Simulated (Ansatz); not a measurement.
# WSi2, response to strain

Consider WSi₂ (space group I4/mmm, No. 139; relaxed with 0.1 eV smearing).

```xyz
3
Lattice="-1.6014 1.6014 3.9092 1.6014 -1.6014 3.9092 1.6014 1.6014 -3.9092" Properties=species:S:1:pos:R:3 pbc="T T T"
W      0.0000     0.0000     0.0000
Si     0.0000     0.0000     2.6151
Si     0.0000     0.0000     5.2034
```

Cartesian axes are those of the cell as printed.

Strains are applied to the cell and any free atomic positions relax.

Levels (all Ansatz, a first-principles code, PAW, earlier PAW set): PBEsol (420 eV, spin-orbit coupling left out); r2SCAN (500 eV, no spin-orbit coupling).

Pressures by level, all at the geometries relaxed with PBEsol:

```csv
case,PBEsol,r2SCAN
base,0.0 GPa,0.9 GPa
uniaxial strain ε_zz = +4.45 %,-9.3 GPa,[?]
"strain tensor (xx, yy, zz, yz, xz, xy) = (+1.17, +1.44, −2.72, −0.31, −0.55, −1.59) %",2.0 GPa,[?]
"strain tensor (xx, yy, zz, yz, xz, xy) = (+1.29, −0.68, −0.06, +0.01, −0.27, +1.60) %",-0.8 GPa,0.0 GPa
```

Task: Some entries are withheld; estimate them.

Result: 
- uniaxial strain ε_zz = +4.45 %, r2SCAN: -8.8 GPa
- strain tensor (xx, yy, zz, yz, xz, xy) = (+1.17, +1.44, −2.72, −0.31, −0.55, −1.59) %, r2SCAN: 3.1 GPa

Single points use the geometry relaxed with PBEsol. Their cutoffs differ, which shifts pressures a little. Stability against distortions was not tested. The final runs are not spin-polarised.
